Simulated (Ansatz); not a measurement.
Take Sn in the diamond structure (space group Fd-3m, No. 227; a = 6.5688 Å) as the base. Axes: x, y, z lie along the cube axes.

Method: r2SCAN/PAW in Ansatz (a first-principles code), scalar-relativistic without spin-orbit coupling, earlier PAW set.

Before the change:

The pressure is 0.0 GPa and the volume per atom is 35.43 Å³.

Modification: tensile biaxial strain of 1.17 % in the plane normal to [001], as in epitaxy on a mismatched substrate; the out-of-plane cell vector and the atoms relax.

Task: What happens to the pressure?

Result: The pressure (mean of the normal stresses, compression positive) goes from zero to -0.5 GPa.

Task: Predict the new volume per atom.

Result: The volume per atom rises by 0.43 Å³, from 35.43 Å³ to 35.86 Å³.

Task: What does the calculation give for the energy relative to the base after the change?

Result: The energy goes up by 2.0 meV/atom.

Whether these cells are dynamically stable was not tested. Gaps under 0.05 eV, about the width of the smearing, are given as zero.
